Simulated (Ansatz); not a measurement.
# HgS: energy against volume

HgS (zinc blende, F-43m, 24.540 Å³/atom and stress up to 0.01 GPa in the relaxed cell, cube axes along x, y and z) under an equal strain ε along all three axes. LDA in Ansatz, a plane-wave DFT program (PAW, default set), 420 eV, 10×10×10 Γ-centred mesh, Fermi-Dirac smearing 0.05 eV; ions are relaxed, or left where forces stay under 0.02 eV/Å, within the symmetry of each cell.

Here V stands for volume and E for E less E0.

```csv
volume (Å³/atom),E less E0 (meV/atom),pressure (GPa)
22.3970,?,?
23.0969,20.10,4.74
23.4522,11.09,3.41
23.8111,4.83,2.19
24.1737,1.18,1.05
24.5400,0.00,0.00
24.9100,1.14,-0.97
25.2836,4.47,-1.87
25.6610,9.86,-2.70
26.0421,17.20,-3.46
```

Fit E of the 9 rows that show it with the third-order Birch-Murnaghan form, a cubic in V^(-2/3). With u = V^(-2/3) - 0.1185, the rows have u = 0.0048003, 0.0035518, 0.0023223, 0.0011110, -0.0000822, -0.0012577, -0.0024155, -0.0035565, -0.0046807. Least squares gives E = 0.006 + 136.2·u + 828651·u² + 3151275·u³. Residuals (row less fit): -0.003, 0.005, -0.001, -0.004, 0.000, 0.001, 0.003, -0.001, 0.000; standard error 0.004 (degrees of freedom: 5). Its minimum lies at u = -0.0000822, so V0 = (0.1184178)^(-3/2) = 24.54. There d²E/du² = 1656000 and d³E/du³ = 1.891e7, so B0 = (4/9) × 24.54^(-7/3) × 1656000 × 0.160218 = 67.4 GPa (the last factor turns the table's units into GPa), and B0' = 4 + (2/3) × 0.1184178 × (1.891e7)/1656000 = 4.9. B0' rests on the cubic coefficient alone and has a standard error of 0.1 from these residuals.

Question: Predict the withheld E at V = 22.3970 from the fit, and compare with the calculation.

Answer: u = 0.0073559, so E = 0.006 + 136.2 × 0.0073559 + 828651 × 0.0073559² + 3151275 × 0.0073559³ = 47.100 meV/atom. The calculation gives 47.07 meV/atom, 0.030 meV/atom below the prediction (0.1 % of the range of E in the table). The row lies outside the fitted rows, so this is an extrapolation. The scatter of the fitted rows lies at the last printed digit.

This level leaves no gap over 0.05 eV at strain -3.00, -2.00, -1.50, -1.00, -0.50, 0.00, 0.50, 1.00, 1.50, 2.00 %. Spin-orbit coupling is left out, which can shift these values for the heavy elements here. Other structures, which can take over under pressure, weren't tried. The same form fitted to the pressure column gives B0' = 4.9; series where the two differ by over 0.4 aren't shown. HgS is here metacinnabar; cinnabar is the stable form. Rows are the converged runs of the series near zero and its far end, less any whose ions stayed unrelaxed beside relaxed ones; series whose fitted rows scatter by over a few per cent of the range, as at a crossing or softening among them, aren't shown in this form.
